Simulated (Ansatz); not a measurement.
An Ansatz (an electronic-structure program) run: GaAs with a change (isotropic strain −1.50 %); PBEsol/PAW in Ansatz, spin-orbit coupling left out.

Input:

Ansatz 0.2 input:
```yaml
crystal:
  lattice:
    - [0, 2.7870350173, 2.7870350173]
    - [2.7870350173, 0, 2.7870350173]
    - [2.7870350173, 2.7870350173, 0]
  atoms:
    - { symbol: Ga, position: [0, 0, 0] }
    - { symbol: As, position: [0.25, 0.25, 0.25] }
basis: { ecutwfc: 420, ecutrho_ratio: 4, xc_grid: 2, fft_grid_basis: typed }
kpoints: { mp_grid: { grid: [10, 10, 10] } }
hamiltonian:
  xc: pbesol
  dispersion: none
  pseudopotentials: { kind: paw }
scf: { occupations: { method: fermi_dirac, width: 0.05 }, convergence: { dr2_threshold: 0.0000000002 } }
relax: { f_tol: 0.005, max_steps: 50 }
output: { forces: true, stress: true }
checkpoint: { write: state.ck, write_every: 1000 }
```

Output:

```
Relaxation: its limit of steps is 50 (relax.max_steps)
WARN ansatz: RAYON_NUM_THREADS=1 ignored (pool sized by the plan → 1); use --threads N
Pseudopotentials: kind: paw
Pseudopotential: Ga, paw, valence charge 13
Pseudopotential: As, paw, valence charge 15
Functional definition: PBEsol
Crystal: 2 atoms, lattice volume = 43.297 Å³
Basis set: ecut = 420 eV, 869 PW (Γ), exchange–correlation on 54×54×54 points (8 copies of the dense FFT grid, shifted against one another)
Bands: 18, of which v1, the nominal top of the filled ones, is band 14 counted from 1 (13 counted from 0)
Symmetry: 24 space group operations
Space group: F-43m (ITA 216), of the structure as read, at distance tolerance 3.5e-5 Å
k-points: 47 of 1000 (time reversal used)
PAW frozen core: Ga, regenerated for the run's functional, and the local potential with it
PAW frozen core: As, regenerated for the run's functional, and the local potential with it
Initial density: superposition of atomic densities (neutral atoms: chi_scale 0, normalization atom), corrected by the library's trained network
Initial wavefunctions: pseudopotential atomic-orbital guess
Eigensolver: davidson
Functional: x = pbesol(κ = 0.804, μ = 0.12345679012345678), c = pbesol(β = 0.046)
SCF iter   1: F=—  HF=-8556.841007 eV  |F-HF|=—  |Δ(HF+E_count)|=         —  Δρ=3.31e-3  dr2=7.31e-3  ethr=1.77e-3  ⟨swp⟩=5.7  Hψ=4051  notcnv=0
all-band conjugate gradients solve this SCF's bands
preconditioner: auto → none
SCF iter   2: F=—  HF=-8556.837878 eV  |F-HF|=—  |Δ(HF+E_count)|=   3.13e-3  Δρ=1.22e-3  dr2=5.42e-4  ethr=2.61e-5  ⟨swp⟩=2.4  Hψ=1793  notcnv=0
SCF iter   3: F=—  HF=-8556.837893 eV  |F-HF|=—  |Δ(HF+E_count)|=   1.54e-5  Δρ=4.35e-4  dr2=8.03e-5  ethr=1.94e-6  ⟨swp⟩=2.0  Hψ=1269  notcnv=0
SCF iter   4: F=—  HF=-8556.837888 eV  |F-HF|=—  |Δ(HF+E_count)|=   5.24e-6  Δρ=2.17e-4  dr2=1.19e-5  ethr=2.87e-7  ⟨swp⟩=2.0  Hψ=1269  notcnv=0
SCF iter   5: F=—  HF=-8556.837899 eV  |F-HF|=—  |Δ(HF+E_count)|=   1.09e-5  Δρ=3.75e-5  dr2=3.21e-7  ethr=4.26e-8  ⟨swp⟩=2.0  Hψ=1269  notcnv=0
SCF iter   6: F=—  HF=-8556.837896 eV  |F-HF|=—  |Δ(HF+E_count)|=   3.32e-6  Δρ=3.08e-6  dr2=3.07e-9  ethr=1.15e-9  ⟨swp⟩=2.0  Hψ=1010  notcnv=0
SCF iter   7: F=-8556.837896 eV  HF=-8556.837896 eV  |F-HF|=2.11e-10  |Δ(HF+E_count)|=   2.43e-9  Δρ=8.80e-7  dr2=1.54e-10  ethr=1.00e-12  ⟨swp⟩=5.0  Hψ=3539  notcnv=0
SCF 1 converged in 7 iterations: F = -8556.837896 eV  dr2 = 1.54e-10
relax step   1: F+E_penalty+E_count = -8556.83789558 eV  Δ(F+E_penalty+E_count) = +0.000e0 eV  max|allowed force component| = 1.307e-16 eV/Å  Δτ_max = 0.0000 Å  (7 SCF iters, accepted)
the relaxation is at rest under the 24 symmetry operations that the run kept from its start: a minimum is not shown …
SCF converged after 7 iterations
Free energy (F): -8556.837896 eV
Harris-Foulkes:  -8556.837896 eV  (|F-HF|=2.11e-10)
Internal energy: -8556.837894 eV  (E = F + TS)
E sigma→0 (E₀):  -8556.837895 eV
Entropy (-TS):   -0.000002 eV (-0.001 meV/atom)
Fermi energy:    9.055381 eV
--- Per-component energies (eV) ---
  E_band       = -302.165935
  E_kinetic    = 220.651178
  E_local      = -3856.474452  (includes V_loc(G=0)·N_el)
  E_nonlocal   = -242.355622
  E_hartree    = 1947.224402
  E_xc         = -147.942622
  E_vxc        = -138.347387  (∫ρ·V_xc dr)
  E_paw        = -3742.488838  (= ΣΔE_a)
  E_vpaw       = -180.088357  (= ΣTr[D̂ρ^β])
  E_aug_tail   = -0.000116  (compensation charges beyond the density's cutoff)
  E_ewald      = -2737.281231
  E_core_change = 1.829407  (= ΣΔE_core)
  E_smearing   = -0.000002  (= −TS)
  E_closure    = -0.000000  (closes the sum)
  Σ components = -8556.837896   (vs F -8556.837896, Δ=0.00e0)
  [band-id]    e_kinetic+e_local+e_nonlocal+2·e_hartree+e_vxc+e_vpaw+e_augmentation_tail = -302.165952   (vs E_band -302.165935, Δ=-1.68e-5)
--- Forces (eV/Å), atoms counted from 1 ---
  atom   1  Ga     0.00000000     0.00000000     0.00000000
  atom   2  As    -0.00000000     0.00000000    -0.00000000
  max |Σ_I F_I| component: 2.20e-16 eV/Å
--- Stress (GPa, compression-positive) ---
        3.496552       0.000000       0.000000
       -0.000000       3.496552       0.000000
       -0.000000       0.000000       3.496552
  P = ⅓ Tr σ = 3.4966 GPa (34.966 kbar)
  The stress holds the Pulay correction. Without it, at fixed plane waves, as pw.x and ABINIT print it: P = 3.4638 GPa
  The stress includes an estimate of the error left by incomplete SCF convergence (largest component -0.0000 GPa).
--- Band table ---
  band table: none
--- Relaxed structure (1 steps of the walk, 1 accepted, 0 SCFs on fresh bases) ---
  F+E_penalty+E_count = -8556.83789558 eV   max|allowed force component| = 1.307e-16 eV/Å
  atoms:
    - { symbol: Ga, position: [0.0, 0.0, 0.0] }
    - { symbol: As, position: [0.25, 0.25, 0.25] }
```

No phonon test of stability was made. The cell was made from GaAs in the zinc blende structure (space group F-43m, No. 216) by this change: isotropic strain −1.50 %.
